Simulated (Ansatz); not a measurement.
Structures of equal composition on the (111) surface of fcc Ag: a layer of Pt in place of the second plane; a layer of Pt in place of the third plane. The slabs share one bottom face, and each structure is named by its start. These are constructed structures in small cells; real faces may alloy, dewet or reconstruct in larger ones, and not all known structures of the face are among them. Slabs of about 12 Å, Fermi-Dirac smearing of 0.1 eV. Bottom of the slabs: a bare face, its two planes held. Relaxed from the named starts with such symmetry as they have, on meshes of like density; energies extrapolated to zero smearing; spin only where a row says so; no spin-orbit coupling, no U. Brackets mark spin-polarised runs, whose order is one that fits the cell.

Method: PBE (plane waves to 420 eV, PAW; Ansatz, a first-principles code).

Question: Put the candidates in order of energy per 1x1 cell, lowest first, for PBE.

Answer: a layer of Pt in place of the third plane (0.000 eV), a layer of Pt in place of the second plane (0.083 eV)
